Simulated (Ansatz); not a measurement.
The reference is CaO in the rock salt structure (space group Fm-3m, No. 225; a = 4.767 Å). Axes: x, y, z lie along the cube axes.

All numbers come from Ansatz (a quantum-chemistry and plane-wave program) PBEsol, no spin-orbit coupling.

Before the change:

| Quantity | Result |
|---|---|
| Band gap | 3.54 eV |

It is then changed as follows: compressive biaxial strain of 1.50 % in the plane normal to [001], as in epitaxy on a mismatched substrate; the out-of-plane cell vector and the atoms relax.

What does the calculation give for the ratio −ε⊥/ε∥ after the change?

The ratio −ε⊥/ε∥ is 0.54.

What happens to the energy relative to the base?

The energy increases by 5.2 meV/atom.

What happens to the band gap?

The band gap decreases by 0.057 eV, from 3.54 eV to 3.49 eV.

Stability against distortions was not tested.
